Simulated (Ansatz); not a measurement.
Worked example: relaxation of cell and atoms of CrNi3 (Pm-3m, 4 atoms in the cell) in Ansatz (a program for electronic structure).

Level of theory: PBEsol, default PAW files made with PBE (plane waves; Ansatz).

The change in words: atoms on their sites; basis.ecutwfc: 420 eV → 210 eV; relax: default → cell and atoms. Reference geometry:
```yaml
crystal:
  lattice:
    - [3.55519, 0.00000, 0.00000]
    - [0.00000, 3.55519, 0.00000]
    - [0.00000, 0.00000, 3.55519]
  atoms:
    - { symbol: Cr, position: [0.00000, 0.00000, 0.01406], spin: 3.0 }
    - { symbol: Ni, position: [0.00000, 0.50000, 0.50000] }
    - { symbol: Ni, position: [0.50000, 0.00000, 0.50000] }
    - { symbol: Ni, position: [0.50000, 0.50000, 0.00000] }
```
(The spins are starting values, not results.)

Reference input (self-consistent single point, DFT, PBEsol, plane waves, default PAW files made with PBE): basis.ecutwfc = 420 eV; kpoints.mp_grid.grid = 5 5 5; hamiltonian.xc = pbesol; hamiltonian.pseudopotentials = {kind: paw} (the program's default PAW files); magnetization.spin_polarized = true; scf.occupations.method = gaussian; scf.occupations.width = 0.1 eV. This run's input differs from it in these lines:

Ansatz 0.2 input:
```diff
@@ -6,3 +6,3 @@
   atoms:
-    - { symbol: Cr, position: [0.000000, 0.000000, 0.014064], spin: 3.0 }
+    - { symbol: Cr, position: [0.000000, 0.000000, 0.000000], spin: 3.0 }
     - { symbol: Ni, position: [0.000000, 0.500000, 0.500000] }
@@ -11,3 +11,3 @@
 basis:
-  ecutwfc: 420.0 eV
+  ecutwfc: 210.0 eV
 kpoints:
@@ -21,2 +21,4 @@
   occupations: { method: gaussian, width: 0.1 eV }
+relax:
+  cell: {}
 output:
```

Output (repeated stretches shortened):

```
   [... SCF lines of the steps left out ...]
relax step   1: F+E_penalty+E_count = -20725.00420949 eV  Δ(F+E_penalty+E_count) = +0.000e0 eV  max|allowed force component| = 5.312e-29 eV/Å  Δτ_max = 0.0000 Å  P = -44.711 GPa  Ω = 44.936 Å³  (14 SCF iters, dr2 threshold 1.00e-7 eV, accepted)
relax step   2: F+E_penalty+E_count = -20743.93458935 eV  Δ(F+E_penalty+E_count) = -1.893e1 eV  max|allowed force component| = 9.046e-29 eV/Å  Δτ_max = 0.0000 Å  P = +300.201 GPa  Ω = 39.399 Å³  energy of the carried Pulay correction = +2.329e1 eV  [...]
   [... lines left out ...]
relax step 119: F+E_penalty+E_count = -20726.39793275 eV  Δ(F+E_penalty+E_count) = -3.480e-1 eV  max|allowed force component| = 1.131e-29 eV/Å  Δτ_max = 0.0000 Å  P = -0.022 GPa  Ω = 36.771 Å³  energy of the carried Pulay correction = +3.463e-1 eV  [...]
relax step 120: F+E_penalty+E_count = -20725.03353012 eV  Δ(F+E_penalty+E_count) = +1.364e0 eV  max|allowed force component| = 2.340e-29 eV/Å  Δτ_max = 0.0000 Å  P = +16.287 GPa  Ω = 36.771 Å³  stress off target by 1.63e1 GPa  SCF on the basis [...]
basis re-selected at this cell: Δ(F+E_penalty+E_count) = +1.364e0 eV, ΔP = +16.308 GPa vs the last step
   [... lines left out ...]
Absolute magnetization: 2.2739 μB (∫|ρ↑−ρ↓|, with the PAW one-centre terms)
Free energy (F): -20725.033530 eV
Fermi energy:    22.138753 eV
Error: variable-cell relaxation did not converge after 120 `relax_step` rows, as none of its last 37 fresh-basis SCF(s) at a relaxed cell met both thresholds with a finite energy. The last misses `relax.cell.stress_tol`: largest allowed force component 2.34e-29 eV/Å (`relax.f_tol` 1.00e-2 eV/Å), stress off the target on the free part of the cell 1.63e1 GPa (`relax.cell.stress_tol` 5.00e-2 GPa), F+E_penalty+E_count -20725.03353012 eV. The closest is row 68, whose structure comes with this error. Larger ratio of force or stress to its threshold at each such SCF whose figures are numbers: 552.446, 522.656, 562.388, 715.104, 806.859, 634.934, 997.643, 409.866, 418.847, 743.489, [...]
   [... lines left out ...]
to start a new deck from the relaxed geometry:
  cell:  # Å, volume = 37.1318 Å³
    - [3.336173703993192, -2.958486689870815e-31, -2.5501895416607217e-32]
    - [-2.9623385497595893e-31, 3.336173703993192, -2.4074124304840444e-34]
    - [-2.524510475735558e-32, -2.4074124304840444e-34, 3.336173703993192]
  atoms:
    - { symbol: Cr, position: [5.662293269835172e-47, 2.60180010111602e-47, 7.76049328973657e-48] }
    - { symbol: Ni, position: [-3.4211388289180104e-48, 0.49999999999999994, 0.49999999999999994] }
    - { symbol: Ni, position: [0.49999999999999994, -2.0008316619750177e-47, 0.49999999999999994] }
    - { symbol: Ni, position: [0.49999999999999994, 0.49999999999999994, 1.2316099784104838e-47] }
```

The relaxation ended unconverged. 

The starting cell comes from a database of computed structures (which also holds hypothetical and non-ambient phases and stackings), without a prior relaxation at this level. Its lattice was rescaled by up to half a per cent. The cutoff lies below the one recommended for these files.

Cost on one core of a shared machine: roughly 2 min.
